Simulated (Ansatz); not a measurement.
## HfO2: pressure series

The reference is HfO2 in the fluorite structure (space group Fm-3m, No. 225; a = 5.001 Å).

Cell and atoms are relaxed at each pressure.

Computed with plane-wave PAW DFT at the LDA level (Ansatz, a quantum-chemistry and plane-wave program, 420 eV), no spin-orbit coupling.

Notes on the quantities. enthalpy: H = E + PV relative to the base's energy.

| change | volume per atom | electron mass | band gap | enthalpy |
|---|---|---|---|---|
| base | 10.42 Å³ | 1.1 mₑ along k, 0.68 mₑ across (at X) | 3.66 eV | – |
| pressure −2 GPa | 10.50 Å³ | 1.1 mₑ along k, 0.69 mₑ across (at X) | … | -0.13 eV/atom |
| pressure 0.9 GPa | … | 1.1 mₑ along k, 0.68 mₑ across (at X) | 3.67 eV | +0.06 eV/atom |
| pressure 2.1 GPa | 10.35 Å³ | 1.1 mₑ along k, 0.68 mₑ across (at X) | 3.68 eV | +0.14 eV/atom |
| pressure 4.5 GPa | 10.26 Å³ | – | 3.70 eV | +0.29 eV/atom |
| pressure 9 GPa | 10.12 Å³ | 1.1 mₑ along k, 0.67 mₑ across (at X) | 3.73 eV | +0.58 eV/atom |
| pressure 15 GPa | 9.93 Å³ | 1.0 mₑ along k, 0.66 mₑ across (at X) | 3.77 eV | +0.95 eV/atom |
| pressure 22.5 GPa | 9.73 Å³ | 1.0 mₑ along k, 0.66 mₑ across (at X) | 3.82 eV | +1.41 eV/atom |
| pressure 30 GPa | … | 0.99 mₑ along k, 0.65 mₑ across (at X) | 3.86 eV | +1.86 eV/atom |

Problem. Fill in the withheld entries from the trend.

Solution. 
- pressure −2 GPa, band gap: 3.65 eV
- pressure 0.9 GPa, volume per atom: 10.39 Å³
- pressure 30 GPa, volume per atom: 9.54 Å³

With Hf present, leaving out spin-orbit coupling can change the band edges. Load acts through the strain it causes; cell and atoms are relaxed under it. Masses are band curvatures over ±0.01 Å⁻¹ around the edge. Along k means along the line from Γ to the band edge. No phonon test of stability was made. No other phases were tried under pressure. This is not the structure that HfO2 has at room temperature and ambient pressure.
